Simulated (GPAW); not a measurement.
GPAW run on NiO2 (P-3m1, 3 atoms in the cell): self-consistent single point.

Method: PBEsol, GPAW PAW datasets PBEsol (made by gpaw-setup) (plane waves; GPAW 25.7.0).

```xyz
3
Lattice="2.7299 0.0000 0.0000 -1.3650 2.3642 0.0000 0.0000 0.0000 4.5047" Properties=species:S:1:pos:R:3 pbc="T T T"
Ni     0.0000     0.0000     2.2523
O      1.3650     0.7881     3.1805
O      0.0000     1.5761     1.3242
```

Reference input (self-consistent single point, DFT LDA (Perdew-Wang 92), plane waves, GPAW PAW datasets LDA (gpaw-data 1.0.1)): mode = pw; ecut = 950 eV; xc = LDA; kpts = 11 11 6; mesh shift (steps) = 0 0 0; occupations.name = fixed-uniform; nbands = -4; convergence.density = 1e-05 e/electron; convergence.bands = -2; symmetry.symmorphic = false; symmetry.tolerance = 0.0005; maxiter = 100. This run's input differs from it in these lines:

```diff
@@ -14,3 +14,3 @@
 calc = GPAW(mode=PW(950),
-            xc='LDA',
+            xc='PBEsol',
             kpts={'size': (11, 11, 6), 'gamma': True},
```

Its files differ too (potentials: GPAW PAW datasets PBEsol (made by gpaw-setup)).

Log, with long lists cut:

```
     iter     time        total  log10-change:
                         energy   eigst   dens
iter:   1 --:--:--   -22.120416   +0.62
iter:   2 --:--:--   -21.484800   -0.60  -1.22
iter:   3 --:--:--   -20.956099   -0.94  -1.31
iter:   4 --:--:--   -20.842548   -2.22  -1.54
iter:   5 --:--:--   -20.948583   -1.61  -1.60
iter:   6 --:--:--   -20.802293   -2.07  -1.90
iter:   7 --:--:--   -20.787036   -2.42  -2.10
iter:   8 --:--:--   -20.786815   -4.15  -2.83
iter:   9 --:--:--   -20.786427c  -3.64  -2.85
iter:  10 --:--:--   -20.787114c  -4.56  -2.94
iter:  11 --:--:--   -20.786353c  -3.68  -2.81
iter:  12 --:--:--   -20.786119c  -4.74  -3.15
iter:  13 --:--:--   -20.786121c  -6.28  -4.11
iter:  14 --:--:--   -20.786120c  -6.83  -4.04
iter:  15 --:--:--   -20.786121c  -7.04  -4.25
iter:  16 --:--:--   -20.786120c  -7.31  -4.32
iter:  17 --:--:--   -20.786119c  -7.91c -4.47
iter:  18 --:--:--   -20.786120c  -8.82c -4.59
iter:  19 --:--:--   -20.786119c  -8.04c -4.68
iter:  20 --:--:--   -20.786120c  -8.78c -4.83
iter:  21 --:--:--   -20.786120c  -7.86c -4.92
iter:  22 --:--:--   -20.786120c  -9.20c -5.72c
Converged after 22 iterations.

Dipole moment: (-0.000000, 0.000000, -0.000000) |e|*Ang

Energy contributions relative to reference atoms: (reference = -45400.522703)

Kinetic:        +25.449873
Potential:      -24.046320
External:        +0.000000
XC:             -22.575612
Entropy (-ST):   +0.000000
Local:           +0.385940
SIC:             +0.000000
--------------------------
Free energy:    -20.786120
Extrapolated:   -20.786120

Showing only first 2 kpts
 Kpt  Band  Eigenvalues  Occupancy
  0    12      3.07355    2.00000
  0    13      3.56676    2.00000
  0    14      6.47094    0.00000
  0    15      6.47101    0.00000

  1    12      2.76674    2.00000
  1    13      3.76039    2.00000
  1    14      6.48325    0.00000
  1    15      6.48333    0.00000

Fermi level: 4.54577

Gap: 1.009 eV
Transition (v -> c):
   [... lines left out ...]
Direct gap: 1.323 eV
Transition at: (s=0, k=30, n=13, [0.27, 0.00, 0.33])
Energy (eV): -20.78612

Forces in eV/Ang:
  0 Ni    0.00000    0.00000    0.00000
  1 O    -0.00000    0.00000    0.93275
  2 O     0.00000    0.00000   -0.93275

Stress tensor:
    -0.121396     0.000000     0.000000
     0.000000    -0.121396     0.000000
     0.000000     0.000000    -0.067020
Stress (GPa, Voigt): [-19.4499 -19.4499 -10.7379   0.       0.       0.    ]
```

The run converged in 22 iterations. GPAW prints stress with tension positive. Against the reference run the largest force goes from 0.333 to 0.933 eV/Å and the gap on the mesh goes from 0.934 to 1.009 eV.

At such cutoffs GPAW's stress carries a finite-basis (Pulay) error, which enters relaxed cells too; its log prints stress with tension positive.

The starting cell comes from a database of computed structures (which also holds hypothetical and non-ambient phases and stackings), without a prior relaxation at this level. Its lattice was rescaled by a random factor within 2.5 % of one.

Cost on one core of a shared machine: roughly 2 min.
